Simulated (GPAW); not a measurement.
Worked example: self-consistent single point of ScPd3 (P4mm, 4 atoms in the cell) in GPAW.

Method: PBEsol, GPAW PAW datasets PBEsol (made by gpaw-setup) (plane waves; GPAW 25.7.0).

```yaml
crystal:
  lattice:
    - [3.99955, 0.00000, 0.00000]
    - [0.00000, 3.99955, 0.00000]
    - [0.00000, 0.00000, 3.99955]
  atoms:
    - { symbol: Sc, position: [0.00000, 0.00000, 0.01250] }
    - { symbol: Pd, position: [0.50000, 0.50000, 0.00000] }
    - { symbol: Pd, position: [0.00000, 0.50000, 0.50000] }
    - { symbol: Pd, position: [0.50000, 0.00000, 0.50000] }
```

Reference input (self-consistent single point, DFT PBEsol, plane waves, GPAW PAW datasets PBEsol (made by gpaw-setup)): mode = pw; ecut = 850 eV; xc = PBEsol; kpts = 4 4 4; mesh shift (steps) = 0 0 0; occupations.name = methfessel-paxton; occupations.width = 0.1 eV; occupations.order = 0; nbands = -10; convergence.density = 1e-05 e/electron; convergence.energy = 1e-05 eV/electron; symmetry.symmorphic = false. This run's input differs from it in these lines:

```diff
@@ -16,4 +16,4 @@
             xc='PBEsol',
-            kpts={'size': (4, 4, 4), 'gamma': True},
-            occupations={'name': 'methfessel-paxton', 'width': 0.1, 'order': 0},
+            kpts=(5, 5, 5),
+            occupations={'name': 'improved-tetrahedron-method'},
             nbands=-10,
```

Output, abridged:

```
     iter     time        total  log10-change:
                         energy   eigst   dens
iter:   1 --:--:--   -30.877550
iter:   2 --:--:--   -26.253457   -0.51  -1.03
iter:   3 --:--:--   -23.296304   -0.79  -1.16
iter:   4 --:--:--   -22.791528   -0.91  -1.44
iter:   5 --:--:--   -22.563257   -1.58  -1.76
iter:   6 --:--:--   -22.348962   -1.38  -1.95
iter:   7 --:--:--   -22.331280   -1.99  -2.00
iter:   8 --:--:--   -22.268941   -2.59  -2.18
iter:   9 --:--:--   -22.264266   -2.73  -2.55
iter:  10 --:--:--   -22.263696   -3.97  -3.01
iter:  11 --:--:--   -22.264171c  -4.37  -3.23
iter:  12 --:--:--   -22.263379   -4.07  -3.11
   [... lines left out ...]
iter: 150 --:--:--   -22.262353c  -9.84c -4.51

Did not converge!

Here are some tips:

1) Make sure the geometry and spin-state is physically sound.
2) Use less aggressive density mixing.
3) Solve the eigenvalue problem more accurately at each scf-step.
4) Use a smoother distribution function for the occupation numbers.
5) Try adding more empty states.
6) Use enough k-points.
7) Don't let your structure optimization algorithm take too large steps.
8) Solve the Poisson equation more accurately.
9) Better initial guess for the wave functions.

See details here:

    https://gpaw.readthedocs.io/documentation/convergence.html
Traceback (most recent call last):
   [... frames left out ...]
gpaw.KohnShamConvergenceError: Did not converge!  See text output for help.
```

The run ended unconverged after 150 iterations. 

The starting cell comes from a database of computed structures (which also holds hypothetical and non-ambient phases and stackings), without a prior relaxation at this level. Its lattice was rescaled by up to half a per cent. One atom was moved a little off its site on purpose.

Cost on one core of a shared machine: roughly 10 min.
